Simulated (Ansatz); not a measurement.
**Amorphous Ru₄₀P₁₀**

It comes from a melt-quench run on a machine-learned potential (CHGNet), relaxed afterwards by DFT. The hot cell started wider than the set density and was brought back towards it in steps. It is the lowest in DFT energy of 3 quenches. It is a model cell: composition and starting density were chosen by hand, and all elements were melted together. No dispersion term was used.

All values below come from PBE, scalar-relativistic without spin-orbit coupling (plane waves to 420 eV, PAW; Ansatz, a quantum-chemistry and plane-wave program). Geometry, pressure, stress and energy are those of the PBE run. Its sampling: a 2×2×2 Γ-centred mesh; Fermi-Dirac width 0.1 eV; no spin polarisation.

```json
{
 "number_of_atoms_in_the_cell": "50",
 "Density (volume relaxed, without dispersion)": "10.40 g/cm³",
 "volume_per_atom": "13.89 Å^3",
 "Pressure on a 2×2×2 Γ-centred mesh": "0.35 GPa",
 "Largest force and stress component on that mesh (the relaxation ran on one k-point at (1/4, 1/4, 1/4))": "0.24 eV/Å and 0.4 GPa",
 "Gap on a 2×2×2 Γ-centred mesh (PBE)": "within the smearing (under twice its width)"
}
```

Neighbours within Ru-Ru 3.44 Å, Ru-P 3.02 Å, P-P 2.57 Å count as bonded.

| Quantity | Result |
|---|---|
| Mean coordination of Ru | 12.45 (5 with 11, 17 with 12, 13 with 13, 5 with 14) |
| Mean coordination of P | 8.60 (4 with 8, 6 with 9) |
| Mean Ru-Ru bond | 2.819 Å (spread 0.203 Å, 207 counted) |
| Mean Ru-P bond | 2.471 Å (spread 0.183 Å, 84 counted) |

Its density started from a set value of 10.63 g/cm³. Cooling (nominally 310 K/ps over its main leg) ran many orders faster than in experiment, which tends to leave more defects and strain. Values belong to this one cell and scatter from quench to quench. Volume and shape were free in the relaxation. On a 2×2×2 Γ-centred mesh force components of up to 0.24 eV/Å stay, since the relaxation ran on one k-point at (1/4, 1/4, 1/4).
